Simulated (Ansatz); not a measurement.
Base system: GaSb in the zinc blende structure (space group F-43m, No. 216; a = 6.132 Å). Axes: x, y, z lie along the cube axes.

All numbers come from r2SCAN (Ansatz, an electronic-structure program; PAW; 500 eV plane waves; no spin-orbit coupling).

Before the change:

```
Item                                 Value
---------------------  -------------------
Pressure                          0.01 GPa
Valence-band top at Γ  0.00, 0.00, 0.00 eV
Gap character                  direct at Γ
```

It is then changed as follows: uniaxial strain ε_zz = +1.00 %, all other strain components held at zero, atoms relaxed at fixed cell.

### Question
How does this affect the pressure, valence-band top at Γ and gap character?

### Answer
The pressure (mean of the normal stresses, compression positive) decreases by 0.52 GPa to -0.51 GPa; the valence-band top at Γ (three highest levels, from the VBM) changes from 0.00, 0.00, 0.00 eV to 0.00, 0.00, -0.06 eV; the gap character stays direct at Γ.

With Sb present, leaving out spin-orbit coupling can change the band edges. No phonon test of stability was made. Labels are those of the standard path for the cell's own space group.
